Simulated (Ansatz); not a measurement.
The starting structures come from a database of crystals and need not be the phases stable at ambient conditions.

Consider the following.

```
AlO4P
1.0
    4.94224     0.00000     0.00000
   -2.47112    11.76191     0.00000
    2.47112     1.55751     3.98666
Al P O
3 3 12
Direct
  0.66667   0.66667   0.79894
  0.86772   0.33333   0.66667
  0.46561   0.00000   0.53439
  0.16667   0.16667   0.29904
  0.36762   0.83333   0.16667
  0.96571   0.50000   0.03429
  0.46813   0.88318   0.37587
  0.70585   0.54985   0.03510
  0.47556   0.21651   0.93949
  0.85777   0.11682   0.29823
  0.86520   0.45015   0.39385
  0.62749   0.78349   0.95746
  0.30906   0.60271   0.81361
  0.14671   0.26938   0.43697
  0.35236   0.93604   0.94129
  0.98097   0.39729   0.89636
  0.02427   0.73062   0.39205
  0.18663   0.06396   0.51972
```

Space group of this cell: P3_121. The cell is taken as given; by PBEsol its mean pressure is 3.6 GPa.

Transport runs along the normal of the first two printed cell vectors, the (101) plane of the conventional cell.

The gap is the functional's own. No spin-orbit coupling. Mid-gap values are interpolated on the energy grid.

**Question.** Predict the band gap and the smallest decay constant κ at mid-gap from PBEsol (Ansatz, a program for electronic structure).

**Answer.** Gap 5.81 eV on a 8×8×8 mesh; κ = 0.492 1/Å, at the zone centre.
